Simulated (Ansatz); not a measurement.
## Pd under a change: Cd on a Pd site, symmetric start

The reference is a 27-atom supercell of Pd in the fcc (Cu type) structure (space group Fm-3m, No. 225; a = 3.8752 Å) at its relaxed geometry.

One thing is altered: a neutral Cd on a Pd site, symmetric start, atoms relaxed at fixed cell.

Method: Ansatz (a program for electronic structure) PBEsol, spin-orbit coupling left out. Γ-centred 5×5×5 mesh, Fermi–Dirac width 0.05 eV.

| quantity | base | changed | shift |
|---|---|---|---|
| energy gained by relaxation | – | 0.01 eV | – |
| largest displacement of a host atom from its site in the perfect cell | – | 0.01 Å | – |
| mean distance from the defect site to its nearest host atoms | 5.18 bohr | 5.20 bohr | +0.02 bohr |

The cell is small, so the values are those of an ordered compound at a high defect concentration; dilute-limit values will differ. The defect started on the symmetric site and kept its symmetry, so it may sit on a saddle. The final runs are not spin-polarised. The defect cell is not spin-polarised.
